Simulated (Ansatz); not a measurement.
The starting structures come from a database of crystals and need not be the phases stable at ambient conditions.

The decay constant κ of evanescent states in the gap governs leakage through a thin film.

Here is the system:

```xyz
16
Lattice="6.5878 0.0000 0.0000 0.0000 7.8263 0.0000 2.1303 0.0000 7.9487" Properties=species:S:1:pos:R:3 pbc="T T T"
Ba     6.0190     0.8726     5.5404
Ba     2.6991     6.9538     2.4083
Ba     3.7642     4.7857     6.3827
Ba     4.9539     3.0406     1.5661
P      7.5157     4.9351     4.4045
P      1.2024     2.8912     3.5443
P      2.2675     1.0220     7.5186
P      6.4506     6.8044     0.4301
P      7.0806     4.2499     6.4530
P      1.6375     3.5764     1.4957
P      2.7027     0.3368     5.4701
P      6.0154     7.4896     2.4786
P      6.6598     6.0369     7.6106
P      2.0583     1.7894     0.3381
P      3.1234     2.1238     4.3125
P      5.5947     5.7026     3.6362
```

Space group of this cell: P2_1/c. The cell is taken as given.

Transport runs along the normal of the first two printed cell vectors.

The gap is the functional's own, uncorrected, and κ follows it; spin-orbit coupling is left out. Mid-gap values are interpolated between the computed energies.

Give the band gap and the smallest decay constant κ at mid-gap that r2SCAN (Ansatz, an electronic-structure program) yields.

Gap 1.66 eV on a 6×4×4 mesh; κ = 0.213 1/Å, at (0.167, 0.000) of the in-plane reciprocal vectors. At the zone centre, at the nearest computed energy, the slowest state has κ = 0.22 1/Å.
